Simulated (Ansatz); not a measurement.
System: ZnGa2S4 (I-4, No. 82; cell taken from a computed entry). Method: HSE06 (Ansatz, a first-principles code, PAW).

Numerical settings: plane-wave cutoff 460 eV, 6×6×6 k mesh, Fermi–Dirac smearing 0.01 eV, scalar-relativistic PAW data made under PBE.

Cell (relaxed with PBEsol):

Ga$_{2}$ZnS$_{4}$ has the tetragonal space group I-4 (No. 82), Pearson symbol tI14. Conventional cell: a = 5.260 Å, b = 5.260 Å, c = 10.331 Å, α = 90.00°, β = 90.00°, γ = 90.00°. Zn on 2d is coordinated by 4 S at 2.326 Å (tetrahedral). Ga1 on 2a is surrounded by 4 S at 2.285 Å (tetrahedral). Ga2 on 2c sees 4 S at 2.287 Å (tetrahedral). S on 8g is coordinated by 2 Ga at 2.285 Å and 1 Zn at 2.326 Å (trigonal pyramidal). (Neighbours: up to the widest gap in distance over summed covalent radii, below 1.35, at either atom; cation-cation and far metal-metal contacts left out.)
(The calculation used a cell of 7 atoms; values per cell refer to that cell.)

Give the computed band gap.


- band gap = 3.58 eV (on the SCF k mesh) (direct)

Measured, for comparison: band gap 3.4 eV (temperature not stated, not corrected to a static lattice; as tabulated in Kim et al. (2020), doi:10.1038/s41597-020-00723-8).

Note: cell and atoms aren't relaxed at this level (pressure 1.6 GPa).

Spin–orbit coupling is not included.

Static lattice: no zero-point or thermal effects.

Cost on a shared machine: about 9 core-minutes (a rough figure).
